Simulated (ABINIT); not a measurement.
Worked example: self-consistent single point of Pb (Fm-3m, 1 atom in the cell) in ABINIT.

Method of the run: PBE, norm-conserving pseudopotentials (PseudoDojo nc-sr-05 PBE standard) (plane waves; ABINIT).

```xyz
1
Lattice="0.0000 2.4676 2.4676 2.4676 0.0000 2.4676 2.4676 2.4676 0.0000" Properties=species:S:1:pos:R:3 pbc="T T T"
Pb     0.0000     0.0000     0.0000
```

Reference input (self-consistent single point, DFT, PBE, plane waves, norm-conserving pseudopotentials (PseudoDojo nc-sr-05 PBE standard)): pseudos = [Pb.upf]; ecut = 844 eV; ixc = 11; occopt = 7; tsmear = 0.1 eV; ngkpt = 8 8 8; nshiftk = 1; shiftk = 0 0 0; potentials = PseudoDojo nc-sr-05 PBE standard; nband = 12; kptopt = 1; nstep = 60. This run's input differs from it in these lines:

```diff
@@ -16,6 +16,6 @@
 occopt 7
-tsmear 0.1 eV
+tsmear 0.5 eV
 nband 12
 kptopt 1
-ngkpt 8 8 8
+ngkpt 13 13 13
 nshiftk 1
```

Output (repeated stretches shortened):

```
--- !BeginCycle
solver: {iscf: 7, nstep: 60, nline: 4, wfoptalg: 0, }
tolerances: {toldfe: 1.00E-09, }
...

     iter   Etot(hartree)      deltaE(h)  residm     vres2
 ETOT  1  -69.809319370858    -6.981E+01 4.882E-01 9.262E-01
 ETOT  2  -69.885562220356    -7.624E-02 4.174E-02 3.149E-01
 ETOT  3  -69.885594144067    -3.192E-05 3.288E-03 8.580E-03
 ETOT  4  -69.885595335315    -1.191E-06 3.578E-03 7.133E-03
 ETOT  5  -69.885596201534    -8.662E-07 1.245E-03 3.034E-05
 ETOT  6  -69.885596203549    -2.015E-09 1.299E-03 2.161E-06
 ETOT  7  -69.885596203815    -2.659E-10 9.829E-04 2.611E-08
 ETOT  8  -69.885596203819    -3.652E-12 1.044E-03 3.254E-10
 At SCF step    8, etot is converged :
  for the second time, diff in etot=  3.652E-12 < toldfe=  1.000E-09

 Cartesian components of stress tensor (hartree/bohr^3)
  sigma(1 1)= -9.82242579E-05  sigma(3 2)=  0.00000000E+00
  sigma(2 2)= -9.82242579E-05  sigma(3 1)=  0.00000000E+00
  sigma(3 3)= -9.82242579E-05  sigma(2 1)=  0.00000000E+00

 ----iterations are completed or convergence reached----

 reduced coordinates (array xred) for    1 atoms
       0.000000000000      0.000000000000      0.000000000000
 cartesian forces (eV/Angstrom) at end:
    1     -0.00000000000000    -0.00000000000000    -0.00000000000000
 frms,max,avg= 0.0000000E+00 0.0000000E+00   0.000E+00  0.000E+00  0.000E+00 e/A
 length scales=  6.594535770916  6.594535770916  6.594535770916 bohr
   [... lines left out ...]
 Fermi (or HOMO) energy (hartree) =   0.24611   Average Vxc (hartree)=  -0.38763
 Fermi (or HOMO) energy (eV) =   6.69708   Average Vxc (eV)= -10.54796
   [... lines left out ...]
total_energy        : -6.98855962038190E+01
total_energy_eV     : -1.90168378458708E+03
band_energy         : -3.58030289866642E+00
...

-Cartesian components of stress tensor (GPa)         [Pressure=  2.8899E+00 GPa]
- sigma(1 1)= -2.88985695E+00  sigma(3 2)=  0.00000000E+00
- sigma(2 2)= -2.88985695E+00  sigma(3 1)=  0.00000000E+00
- sigma(3 3)= -2.88985695E+00  sigma(2 1)=  0.00000000E+00

 Calculation completed.
```

The run converged in 8 iterations. Against the reference run the free energy goes down by 16.1 meV/atom and the pressure moves little (2.97 to 2.89 GPa).

The starting cell has typed, rounded lattice constants, without a prior relaxation at this level. Its lattice was rescaled by up to half a per cent.
